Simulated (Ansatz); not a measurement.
We consider AlB2-type YGa2, described by PBEsol (plane waves, PAW; Ansatz, an electronic-structure program).

Numerical settings: plane-wave cutoff 520 eV, 18×18×14 k mesh (along the axes of the cell as run), Fermi–Dirac smearing 0.05 eV, scalar-relativistic PAW data made under PBE.

Cell (relaxed at this level):

Space group P6/mmm (No. 191); a = b = 4.166 Å, c = 4.031 Å, α = β = 90.00°, γ = 120.00°

```
atom  site  symmetry       x       y       z
----  ----  --------  ------  ------  ------
Y       1a     6/mmm  0.0000  0.0000  0.0000
Ga      2d      -6m2  0.3333  0.6667  0.5000
```

**Question.** Estimate the bulk modulus that the calculation returns.

**Answer.** 
bulk modulus: 77.4 GPa

The run finds no gap.

Note: the bulk modulus is −V dP/dV from two relaxed cells at ±2 % in volume.

The result took roughly 4 core-minutes.
